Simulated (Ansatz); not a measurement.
Input and output of a self-consistent single point for LuTiGe (P4/nmm, 6 atoms in the cell) (Ansatz, a quantum-chemistry and plane-wave program).

Computed with PBEsol, PAW files made with PBE (plane waves; Ansatz).

```xyz
6
Lattice="3.9850 0.0000 0.0000 0.0000 3.9850 0.0000 0.0000 0.0000 7.5182" Properties=species:S:1:pos:R:3 pbc="T T T"
Lu     0.0000     1.9925     2.6083
Lu     1.9925     0.0000     4.9099
Ti     1.9925     1.9925     0.0000
Ti     0.0000     0.0000     0.0000
Ge     1.9925     0.0000     1.8928
Ge     0.0000     1.9925     5.6254
```
Moments meant for the start (each program seeds them in its own way; μB, in the order of the atoms Lu Lu Ti Ti Ge Ge): 0.0 0.0 1.0 1.0 0.0 0.0.

Reference input (self-consistent single point, DFT, PBEsol, plane waves, PAW files made with PBE): kpoints.mp_grid.grid = 6 6 3; hamiltonian.xc = pbesol; hamiltonian.pseudopotentials = {kind: paw} (the program's default PAW files); magnetization.spin_polarized = true; scf.occupations.method = methfessel_paxton; scf.occupations.width = 0.0073 Ry. This run's input differs from it in these lines:

Ansatz 0.2 input:
```diff
@@ -13,3 +13,3 @@
 kpoints:
-  mp_grid: { grid: [6, 6, 3] }
+  mp_grid: { grid: [7, 7, 4] }
 hamiltonian:
@@ -20,3 +20,3 @@
 scf:
-  occupations: { method: methfessel_paxton, width: 0.0073 Ry }
+  occupations: { method: methfessel_paxton, width: 0.0022 Ry }
 output:
```

Log, with long lists cut:

```
SCF iter   1: F=—  HF=-42684.151352 eV  |F-HF|=—  |Δ(HF+E_count)|=         —  Δρ=3.34e-2 (↑3.34e-2 ↓2.97e-2)  dr2=5.17e0  dr2_m=6.32e-1  M=0.416 μB ∫|m|=0.490 μB  β_m=0.30  ethr=3.10e-3  ⟨swp⟩=6.3  Hψ=15733  notcnv=0
Mixer restart at iter 1: flushing history
all-band conjugate gradients solve this SCF's bands
preconditioner: auto → Kerker (q_TF=auto, 2.658 Å⁻¹)
spin=Collinear: Kerker preconditioning applied to the charge; magnetization (m = ρ↑ − ρ↓) channel mixes plain (no charge-response kernel on spin).
   [... lines left out ...]
SCF iter  21: F=—  HF=-42683.391693 eV  |F-HF|=—  |Δ(HF+E_count)|=   1.47e-8  S|Δr|=    0.00e0  Δρ=9.81e-7 (↑9.46e-7 ↓9.81e-7)  dr2=1.06e-10  dr2_m=1.00e-9  M=0.002 μB ∫|m|=0.002 μB  β_m=0.99  ethr=1.00e-12  ⟨swp⟩=4.2  Hψ=12549  notcnv=0
SCF iter  22: F=-42683.391693 eV  HF=-42683.391693 eV  |F-HF|=1.46e-10  |Δ(HF+E_count)|=   2.52e-8  S|Δr|=    0.00e0  Δρ=2.89e-7 (↑2.89e-7 ↓2.78e-7)  dr2=1.34e-10  dr2_m=5.08e-11  M=0.000 μB ∫|m|=0.000 μB  ethr=1.00e-12  ⟨swp⟩=5.7  Hψ=16596  notcnv=0
SCF 1 converged in 22 iterations: F = -42683.391693 eV  dr2 = 1.34e-10
WARN: the starting moments were not kept: the SCF closed with an absolute magnetisation of 3.7e-4 μB, where they sum to 2 μB in size (2 sites) …
   [... lines left out ...]
Absolute magnetization: 0.0004 μB (∫|ρ↑−ρ↓|, with the PAW one-centre terms)
Free energy (F): -42683.391693 eV
Fermi energy:    13.744924 eV
   [... lines left out ...]
  atom   6  Ge     0.00000000     0.00000000    -0.00369644
--- Stress (GPa, compression-positive) ---
       -3.082440       0.000000       0.000000
        0.000000      -3.082440       0.000000
        0.000000       0.000000      -3.698259
  P = ⅓ Tr σ = -3.2877 GPa (-32.877 kbar)
  The stress holds the Pulay correction. Without it, at fixed plane waves, as pw.x and ABINIT print it: P = -3.3348 GPa
```

The run converged in 22 iterations. Against the reference run the free energy stays essentially unchanged (within 1 meV/atom), the pressure stays near -3.29 GPa while the zz stress (positive for compression) goes from -4.08 to -3.70 GPa and the largest force goes from 0.281 to 0.252 eV/Å.

The starting cell comes from a database of computed structures (which also holds hypothetical and non-ambient phases and stackings), without a prior relaxation at this level. The starting moments vanished: the run ended non-magnetic. The program warned that a starting moment was not kept. With a pressure of about -3 GPa the cell is away from its equilibrium volume at this level. Ansatz's pressure includes its estimate of the finite-basis (Pulay) stress.

Cost on one core of a shared machine: roughly 80 s.
